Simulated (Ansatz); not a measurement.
VAl (Cmmm, No. 65, 2 atoms in the cell; start mp-1228001) was calculated with LDA (plane waves, PAW; Ansatz, an electronic-structure program).

Settings: plane-wave cutoff 520 eV, 20×20×14 k mesh (along the axes of the cell as run), Fermi–Dirac smearing 0.05 eV, no spin polarisation, scalar-relativistic PAW data made under PBE.

Cell (relaxed at this level):

```cif
data_AlV
_chemical_formula_sum 'Al1 V1'
_space_group_name_H-M_alt 'P 1'
_space_group_IT_number 1
_cell_length_a 2.60211
_cell_length_b 2.60211
_cell_length_c 3.99937
_cell_angle_alpha 90.000
_cell_angle_beta 90.000
_cell_angle_gamma 96.827
loop_
_space_group_symop_operation_xyz
  'x, y, z'
loop_
_atom_site_label
_atom_site_type_symbol
_atom_site_fract_x
_atom_site_fract_y
_atom_site_fract_z
_atom_site_occupancy
Al1 Al 0.00000 0.00000 0.00000 1
V1 V 0.50000 0.50000 0.50000 1
```

Task: Estimate the bulk modulus B0 that the calculation returns.

Result: 
bulk modulus B0: 163 GPa

Note: the run has no spin polarisation, so it can have missed a magnetic state; the bulk modulus is −V dP/dV from two relaxed cells at ±2 % in volume; the relaxation could not lower the start's symmetry, so the cell can be a saddle point above a distorted one.

Computed values are for the static lattice.

A start named mp-… is a Materials Project structure, which need not be a measured phase.
